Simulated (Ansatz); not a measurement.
Worked example: relaxation of cell and atoms of WSi₂ (I4/mmm, 3 atoms in the cell) in Ansatz (a program for electronic structure).

Level of theory: PBE, PAW files (plane waves; Ansatz).

```
CELL_PARAMETERS angstrom
     -1.60500     1.60500     3.91500
      1.60500    -1.60500     3.91500
      1.60500     1.60500    -3.91500
ATOMIC_POSITIONS crystal
  Si 0.66500 0.66500 0.00000
  Si 0.33500 0.33500 0.00000
  W  0.00000 0.00000 0.00000
```

Reference input (self-consistent single point, DFT, PBE, plane waves, PAW files): kpoints.mp_grid.grid = 10 10 10; hamiltonian.xc = pbe; hamiltonian.pseudopotentials = {kind: paw} (an earlier, softer set of the program's PAW files); scf.occupations.method = fermi_dirac; scf.occupations.width = 0.0073 Ry. This run's input differs from it in these lines:

```diff
@@ -21,2 +21,4 @@
     width: 0.0073 Ry
+relax:
+  cell: {}
 output:
```

Output (repeated stretches shortened):

```
   [... SCF lines of the steps left out ...]
relax step   1: F+E_penalty+E_count = -11658.55085144 eV  Δ(F+E_penalty+E_count) = +0.000e0 eV  max|allowed force component| = 1.166e-1 eV/Å  Δτ_max = 0.0000 Å  P = +3.979 GPa  Ω = 40.341 Å³  (6 SCF iters, dr2 threshold 1.00e-7 eV, accepted)
relax step   2: F+E_penalty+E_count = -11658.55812403 eV  Δ(F+E_penalty+E_count) = -7.273e-3 eV  max|allowed force component| = 2.717e-2 eV/Å  Δτ_max = 0.0041 Å  P = -1.388 GPa  Ω = 41.307 Å³  energy of the carried Pulay correction = -2.469e-4 eV  [...]
relax step   3: F+E_penalty+E_count = -11658.55957634 eV  Δ(F+E_penalty+E_count) = -1.452e-3 eV  max|allowed force component| = 1.764e-3 eV/Å  Δτ_max = 0.0005 Å  P = -0.050 GPa  Ω = 41.045 Å³  energy of the carried Pulay correction = -1.807e-4 eV  [...]
relax step   4: F+E_penalty+E_count = -11658.55958075 eV  Δ(F+E_penalty+E_count) = -4.408e-6 eV  max|allowed force component| = 5.761e-5 eV/Å  Δτ_max = 0.0001 Å  P = +0.001 GPa  Ω = 41.036 Å³  energy of the carried Pulay correction = -1.784e-4 eV  [...]
relax step   5: F+E_penalty+E_count = -11658.55975542 eV  Δ(F+E_penalty+E_count) = -1.747e-4 eV  max|allowed force component| = 3.938e-5 eV/Å  Δτ_max = 0.0000 Å  P = +0.001 GPa  Ω = 41.036 Å³  stress off target by 2.75e-3 GPa  SCF on the basis [...]
basis re-selected at this cell: Δ(F+E_penalty+E_count) = -1.747e-4 eV, ΔP = -0.001 GPa vs the last step
the relaxation is at rest under the 16 symmetry operations that the run kept from its start: a minimum is not shown …
Stability not checked: this state was not tested for a lower state beside it, because too few of the mixer's solves of this state at the end of the SCF gave a …
Free energy (F): -11658.559755 eV
Internal energy: -11658.547013 eV  (E = F + TS)
   [... lines left out ...]
Fermi energy:    16.386982 eV
  cell:  # Å, volume = 41.0363 Å³
   [... lines left out ...]
    - [1.6147096636881049, -1.6147096636881049, 3.9347709204792474]
    - [1.6147096636881049, 1.6147096636881049, -3.9347709204792474]
  atoms:
    - { symbol: Si, position: [0.6654514152407303, 0.6654514152407303, 1.780543581522597e-35] }
    - { symbol: Si, position: [0.33454858475926974, 0.33454858475926974, 7.638816245306112e-36] }
    - { symbol: W, position: [-4.3271159502135394e-20, -4.327115950213542e-20, -2.3050919336373915e-35] }
```

The run converged. 

Summary of the result:
- Free energy E − TS (on the zero of these files): -11658.5598 eV
- Fermi level (on the code's own zero): 16.39 eV
- Pressure: 0.00 GPa
- Final cell: a = b = c = 4.5494 Å, α = β = 138.42°, γ = 60.26°
- Final volume per atom: 13.68 Å³
- Relaxation steps: 5

The starting cell has typed, rounded lattice constants, without a prior relaxation at this level. Spin polarisation is off. The relaxation keeps the symmetry of its start, so its end need not be a minimum. Ansatz's pressure includes its estimate of the finite-basis (Pulay) stress.

Cost on one core of a shared machine: roughly 30 s.

Keys are those of Ansatz 0.2.
